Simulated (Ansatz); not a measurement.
Take CdTe in the zinc blende structure (space group F-43m, No. 216; a = 6.6180 Å) as the base.

Level of theory: Ansatz (a quantum-chemistry and plane-wave program), PBE, PAW, cutoff 420 eV, scalar-relativistic without spin-orbit coupling.

Base values:

* **Electron mass**: 0.053 mₑ (at Γ)
* **Hole mass**: 0.054, 0.57, 0.57 mₑ (at Γ)
* **Width of the top valence band**: 1.94 eV

Now apply this change: the cell is scaled by 1.0050 in all directions; the atoms relax in the strained cell.

Q: What happens to the electron mass?

A: The electron mass goes from 0.053 mₑ (at Γ) to 0.050 mₑ (at Γ).

Q: Estimate the effect on the hole mass.

A: The hole mass (degenerate bands, along [100]) goes from 0.054, 0.57, 0.57 mₑ (at Γ) to 0.051, 0.59, 0.59 mₑ (at Γ).

Q: Estimate the effect on the width of the top valence band.

A: The width of the top valence band drops by 0.06 eV, from 1.94 eV to 1.88 eV.

Spin-orbit coupling, missing from the scalar runs, can matter with Te. The levels and masses belong to the bands next to the band gap. Effective masses come from finite differences of ±0.01 Å⁻¹. No phonon test of stability was made.
